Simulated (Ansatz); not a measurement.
Base system: WC (space group P-6m2, No. 187).

```
CELL_PARAMETERS angstrom
      2.88370     0.00000     0.00000
     -1.44185     2.49736     0.00000
      0.00000     0.00000     2.81234
ATOMIC_POSITIONS crystal
  W  0.00000 0.00000 0.00000
  C  0.33333 0.66667 0.50000
```

Level of theory: LDA in Ansatz (plane waves to 420 eV, PAW, no spin-orbit coupling).

One change was made to it. Results:

```csv
quantity,base,after
c/a ratio,0.975,0.978
shortest interatomic distance,2.179 Å,2.156 Å
```

### Question
Which change produced these results?
A) pressure 30 GPa
B) pressure 15 GPa
C) pressure −1 GPa
D) pressure 4.5 GPa

### Answer
B, pressure 15 GPa. For comparison, the shortest interatomic distance in the other runs: pressure 30 GPa gives 2.135 Å; pressure 4.5 GPa gives 2.172 Å; pressure −1 GPa gives 2.181 Å.

Load acts through the strain it causes; cell and atoms are relaxed under it. No phonon test of stability was made. Competing high-pressure phases were not computed. The final runs are not spin-polarised.

Ansatz is a program for electronic structure.
